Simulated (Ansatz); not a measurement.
Consider the following.

```
CELL_PARAMETERS angstrom
      0.00000     2.26003     2.26003
      2.26003     0.00000     2.26003
      2.26003     2.26003     0.00000
ATOMIC_POSITIONS crystal
  P  0.25000 0.25000 0.25000
  B  0.00000 0.00000 0.00000
```

No spin polarisation.

The values are results of PBEsol (Ansatz, a quantum-chemistry and plane-wave program; PAW; 420 eV plane waves; no spin-orbit coupling), not measurements. Γ-centred 13×13×13 mesh, Fermi–Dirac width 0.05 eV.

### Question
Predict the band gap, width of the top valence band, gap character and electron mass.

### Answer
```json
{
  "band_gap": "1.11 eV",
  "width_of_the_top_valence_band": "5.60 eV",
  "gap_character": "indirect, Γ → Γ–X (83 % along)",
  "electron_mass": "1.3 mₑ along k, 0.22 mₑ across (off the special points)"
}
```

Masses are band curvatures over ±0.01 Å⁻¹ around the edge. Along k means along the line from Γ to the band edge. No phonon test of stability was made. The cell was made from AlP by this change: Al → B.
